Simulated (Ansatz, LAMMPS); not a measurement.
Si well of 20 atomic layers along [001] in random Si0.7Ge0.3, Ge share that oscillates in the well. Cell 16.67 × 16.67 × 60.58 Å, Si632Ge160, 792 atoms. Prepared with Tersoff's 1989 multicomponent potential (SiCGe.tersoff) in LAMMPS: minimisation. 

Basis: localised support functions (accuracy medium) on a full density matrix. k-points: zone centre alone; occupations: Fermi-Dirac, 0.010 eV; spin polarisation not allowed. No spin-orbit coupling.

### Question
Give the gap and bonding at the level Ansatz (an electronic-structure program) with PBE, support functions at accuracy medium on the grid of 370 eV.

### Answer

- Kohn-Sham gap of the cell on its k-mesh: 0.41 eV
- weight of the highest filled level on the well: 0.39
- weight of the lowest empty level on the well: 0.97
- coordination (neighbours within 2.856 Å): 100.0 % 4-fold
- Ge-Ge bonds, mean ± spread: 2.470 ± 0.007 Å
- Ge-Si bonds, mean ± spread: 2.424 ± 0.006 Å
- Si-Si bonds, mean ± spread: 2.382 ± 0.006 Å
- bond angles, mean ± spread: 109.5° ± 1.1°
- pressure: -0.87 GPa
